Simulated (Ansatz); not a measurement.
Y2Ge (model structure, started from the Ni2In type, P6₃/mmc, No. 194, 6 atoms in the cell)

Level of theory: PBEsol (Ansatz, a program for electronic structure, plane waves, PAW).

Run with plane-wave cutoff 500 eV, 12×12×6 k mesh (along the axes of the cell as run), Fermi–Dirac smearing 0.05 eV, scalar-relativistic PAW data made under PBE.

Cell (relaxed at this level):

```
Y2Ge
1.0
    5.09170     0.00000     0.00000
   -2.54585     4.40954     0.00000
    0.00000     0.00000     6.28714
Ge Y
2 4
Cartesian
  0.00000   2.93969   1.57179
  2.54585   1.46985   4.71536
  0.00000   0.00000   0.00000
  0.00000   0.00000   3.14357
  0.00000   2.93969   4.71536
  2.54585   1.46985   1.57179
```

band gap: zero (no gap)

Note: the relaxation could raise the start's symmetry but not lower it, so the cell can be a saddle point.

Spin–orbit coupling is not included.

Static lattice: no zero-point or thermal effects.

It cost very roughly 2.4 core-minutes of CPU time.

A model structure was made by putting elements into a prototype or built by hand; it is no filed structure, need not be a known phase, and can be a saddle point held by its symmetry.
